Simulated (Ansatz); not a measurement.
The starting structures come from a database of crystals and need not be the phases stable at ambient conditions.

 Where the default PAW files enter, the runs use the earlier of Ansatz's two default sets.

By PBEsol, the system below comes out a metal.

```
CELL_PARAMETERS angstrom
      3.66328     0.00000     0.00000
      0.00000     6.98985     0.00000
      0.00000     0.00000     6.98985
ATOMIC_POSITIONS crystal
  Hf 0.50000 0.82677 0.67323
  Hf 0.50000 0.17323 0.32677
  Hf 0.50000 0.67323 0.17323
  Hf 0.50000 0.32677 0.82677
  Hf 0.00000 0.50000 0.50000
  Hf 0.00000 0.00000 0.00000
  Si 0.00000 0.12360 0.62360
  Si 0.00000 0.87640 0.37640
  Si 0.00000 0.62360 0.87640
  Si 0.00000 0.37640 0.12360
```

Space group of this cell: P4/mbm. The cell is taken as given; by PBEsol its mean pressure is -2.6 GPa.

The current flows along the normal of the first two printed cell vectors, the (100) plane of the conventional cell. No spin-orbit coupling; the value is a mean over 0.1 eV about the Fermi level.

Problem. Compute, with Ansatz (a first-principles code) with PBEsol, the ballistic conductance per area.

Solution. 0.51 × 10¹⁵ S/m² for both spins.
